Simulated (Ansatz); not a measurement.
Bond-angle distributions (per cent of the angles at each element, bins of 10°) of a relaxed model of amorphous Ga24O41Ta2 at 5.33 g/cm³. Calculation: PBE, scalar-relativistic without spin-orbit coupling (plane waves to 420 eV, PAW; Ansatz, an electronic-structure program).

A CHGNet melt-quench gave the starting glass, which DFT then relaxed. O atoms were pushed apart under 1.9 Å during the dynamics, to hinder bonds among them. The hot cell started wider than the set density and was brought back towards it in steps. It is the lowest in DFT energy of 2 quenches. It is a model cell: composition and starting density were chosen by hand, and all elements were melted together. No dispersion term was used. Its density started from a set value of 5.33 and ended at 5.33 g/cm³. The quench (nominally 280 K/ps over its main leg) was far faster than any real one, so the model tends to hold more defects than a real film. A cell of this size samples the disorder only roughly. The volume was held where the preparation left it and the shape relaxed, at a PBE pressure of 1.6 GPa. Stress components on the final sampling reach 1.7 GPa. On a 2×2×2 Γ-centred mesh force components of up to 0.13 eV/Å stay, since the relaxation ran on the zone centre alone.

Neighbours within Ga-Ga 2.68 Å, Ga-O 2.40 Å, Ga-Ta 2.90 Å, O-O 1.58 Å, O-Ta 2.60 Å, Ta-Ta 3.12 Å count as bonded. Two cations that share two anions don't count as bonded, nor two that share one unless they lie closer than Ga-Ga 2.61 Å, Ga-Ta 2.82 Å, Ta-Ta 3.04 Å.

| angle (°) | at Ga | at O |
|---|---|---|
| 50-60 | 0 | 0 |
| 60-70 | 0 | 0 |
| 70-80 | 6 | 0 |
| 80-90 | 20 | 4 |
| 90-100 | 22 | 19 |
| 100-110 | 14 | 12 |
| 110-120 | 18 | 18 |
| 120-130 | 9 | 32 |
| 130-140 | 4 | 9 |
| 140-150 | 2 | 5 |
| 150-160 | 2 | 1 |
| 160-170 | 4 | 0 |
| 170-180 | 2 | 0 |

They go with these counts of neighbours within the cut-offs, cation contacts included: Ga mean 4.6, most often 5; O mean 3.0, most often 3.
